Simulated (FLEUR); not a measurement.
# Converging the basis cutoff: HfC (I4mm, 2 atoms in the cell)

```xyz
2
Lattice="0.0000 2.3316 2.3316 2.3316 0.0000 2.3316 2.3316 2.3316 0.0000" Properties=species:S:1:pos:R:3 pbc="T T T"
Hf     0.0000     0.0000     0.0500
C      2.3316     2.3316     2.3316
```

Level of theory: LDA (Vosko-Wilk-Nusair), all-electron FLAPW (FLEUR), scalar-relativistic valence in FLEUR.

Base settings: Kmax = 4.1 1/bohr; GmaxXC = 12.3 1/bohr; xcFunctional = vwn; jspins = 1; l_soc = F; mode = hist; fermiSmearingEnergy = 0.00367493 Htr; mesh (inpgen div1-3) = 4 4 4; inpgen gamma flag = true; Gmax = 12.3 1/bohr.

Moved along: Gmax, GmaxXC.

The second cell is the first with its lattice scaled by 0.98.

The mesh stays at the base's, so the ladder's end is converged at best in this setting alone.

Only quantities that move along the ladder and can be compared are tabulated.

The starting cell has typed, rounded lattice constants, without a prior relaxation at this level. Its lattice was rescaled by up to half a per cent. One atom was moved a little off its site on purpose. Values depend on the basis (sphere radii, cutoffs, local orbitals), which need not be converged.

Steps (Kmax): 2.43 1/bohr; 2.59 1/bohr; 2.75 1/bohr; 2.9 1/bohr; 3.04 1/bohr; 3.18 1/bohr; 3.43 1/bohr; 3.67 1/bohr; 3.89 1/bohr; 4.1 1/bohr; 4.3 1/bohr; 4.49 1/bohr; 4.76 1/bohr; 5.02 1/bohr; 5.42 1/bohr.

### Question
What is the coarsest Kmax that holds the free energy within 5 meV/atom?

### Answer
Not settled: the last two steps still differ by 2.5 meV/atom, over half the tolerance, so the ladder does not show it.

### Question
What is the coarsest Kmax that holds the energy of the compressed cell less the first within 2 meV/atom of the last step, with all finer ones?

### Answer
4.1 1/bohr; the step before is off by 4.5 meV/atom.

```csv
Kmax,free energy less the last step's (meV/atom),energy of the compressed cell less the first (meV/atom)
2.43 1/bohr,3846.35,97.79
2.59 1/bohr,2741.07,38.78
2.75 1/bohr,1928.79,-166.75
2.9 1/bohr,1229.49,-24.66
3.04 1/bohr,966.98,-117.71
3.18 1/bohr,577.68,-27.52
3.43 1/bohr,287.13,-31.72
3.67 1/bohr,144.79,-36.30
3.89 1/bohr,78.66,-29.40
4.1 1/bohr,46.51,-35.24
4.3 1/bohr,25.49,-35.40
4.49 1/bohr,14.44,-34.29
4.76 1/bohr,6.28,-34.61
5.02 1/bohr,2.55,-34.23
5.42 1/bohr,0.00,-33.95
```

Two neighbours can agree and both be off: 4.1 1/bohr and 4.3 1/bohr differ by 0.16 meV/atom in the energy of the compressed cell less the first, yet lie about 1.5 meV/atom from the last step.
